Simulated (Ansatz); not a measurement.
Input:

End structure of a constructed model of the (111) surface of fcc Cu, a pseudomorphic layer of Si in the host's stacking (bottom of the slab: a bare face, its two planes held):

```yaml
crystal:
  lattice:
    - [2.56680, 0.00000, 0.00000]
    - [-1.28340, 2.22291, 0.00000]
    - [0.00000, 0.00000, 29.00000]
  atoms:
    - { symbol: Cu, position: [0.33333, 0.66667, 0.28355] }
    - { symbol: Cu, position: [0.66667, 0.33333, 0.35582] }
    - { symbol: Cu, position: [0.00000, 0.00000, 0.42787] }
    - { symbol: Cu, position: [0.33333, 0.66667, 0.50023] }
    - { symbol: Cu, position: [0.66667, 0.33333, 0.57248] }
    - { symbol: Cu, position: [0.00000, 0.00000, 0.64544] }
    - { symbol: Si, position: [0.33333, 0.66667, 0.71741] }
```

Set-up: 7 atoms, 12.6 Å thick at the start with caps and adatoms (thin: gaps and levels are the slab's own); mesh 17x17x1; 0.1 eV smearing; dipole correction on; single point; on the structure that PBE left under its start's symmetry; no spin, no spin-orbit, no U. In PBE it is, or lies within 0.01 eV a 1x1 cell of, the lowest of the 2 structures of its composition computed so far; subsurface sites and larger cells were not tried.

Problem. Give the work function of the top face at the level r2SCAN, at the PBE geometry in Ansatz (a first-principles code).

Solution. 4.40 eV
